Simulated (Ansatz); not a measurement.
**Elastic constant C33 of AlB2-type HfB2 at several levels of theory**

No measured value is used here.

```
level (code)           value (GPa)  cell (Å³/atom)
---------------------  -----------  --------------
LDA+SOC (Ansatz)               489            9.50
BLYP (Ansatz)                  403           10.23
PBE (Ansatz)            (withheld)            9.96
PBE-D3(BJ) (Ansatz)            466            9.72
r²SCAN (Ansatz)         (withheld)            9.88
r²SCAN+rVV10 (Ansatz)          465            9.83
```

**Question.** Fill in the missing entries.

**Answer.** 
- PBE (Ansatz, an electronic-structure program), value (GPa): 445
- r²SCAN (Ansatz), value (GPa): 459

Density-functional levels without +SOC have no spin–orbit coupling. PBE-D3(BJ): the dispersion coefficients are held fixed in the derivatives. Each level is taken at its own relaxed cell. Cutoffs differ between the levels. Ansatz's density-functional and Hartree–Fock values are scalar-relativistic unless marked +SOC, with PAW data made under PBE.
